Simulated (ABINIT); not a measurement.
**Pressure against volume in CsCl-type CuZn (space group 221) (ABINIT, PBEsol)**

```
CuZn
1.0
    2.86435     0.00000     0.00000
    0.00000     2.86435     0.00000
    0.00000     0.00000     2.86435
Zn Cu
1 1
Cartesian
  1.43217   1.43217   1.43217
  0.00000   0.00000   0.00000
```

Computed with PBEsol, norm-conserving pseudopotentials (PseudoDojo nc-sr-04 PBEsol standard) (plane waves; ABINIT). Settings: pseudos = [Zn.upf, Cu.upf]; ecut = 60 Ha; ixc = -116133; occopt = 3; tsmear = 0.05 eV; ngkpt = 17 17 17; nshiftk = 1; shiftk = 0 0 0; potentials = PseudoDojo nc-sr-04 PBEsol standard; nband = 27; kptopt = 1; nstep = 60; tolvrs = 1e-11. The cell above is the first row's. The rows scale it uniformly. In all rows fractional positions and the k mesh are held.

| V (Å^3/atom) | P (GPa) |
|---|---|
| 11.7502 | 6.81 |
| 12.0057 | 3.30 |
| 12.2611 | 0.21 |
| 12.5166 | -2.53 |
| 12.7720 | -4.94 |
| 13.0274 | -7.06 |
| 13.2829 | -8.94 |
| 13.5383 | -10.58 |
| 13.7938 | ? |

The 8 complete rows are fitted with a cubic, P against V. With u = V - 12.6, the rows have u = -0.8498, -0.5943, -0.3389, -0.0834, 0.1720, 0.4274, 0.6829, 0.9383. Least squares gives P = -3.352 - 9.6454·u + 2.4079·u² - 0.3643·u³. Residuals (row less fit): 0.003, -0.007, 0.002, 0.001, 0.002, 0.003, -0.008, 0.003; standard error 0.006 (degrees of freedom: 4). The fitted pressure is zero at V0 = 12.28, where dP/dV = -11.30, so B0 = -V0·dP/dV = 139 GPa.

Question: Estimate the missing P (V = 13.7938); what did the run itself give?

Answer: u = 1.1938, so P = -3.352 - 9.6454 × 1.1938 + 2.4079 × 1.1938² - 0.3643 × 1.1938³ = -12.055 GPa. The calculation gives -12.03 GPa, 0.025 GPa above the prediction (0.1 % of the range of P in the table). The row lies outside the fitted rows, so this is an extrapolation. From the scatter of the fitted rows alone, a prediction at this place has a standard error of 0.016 GPa, so the miss is 1.5 times that.

Carrying the step between the two nearest rows on in a straight line would have given -12.22, off by 0.19; series whose last step already gives the withheld value aren't shown. The scan was laid around a cell of about the measured size, scaled by a guess for this functional. The runs keep the symmetry of the cell, so they don't test it for distortions. Spin polarisation is off. Cutoffs and mesh are single choices, not tested for convergence of this quantity. Series with a scatter that would blur these digits, or in which a gap closes, are not shown.
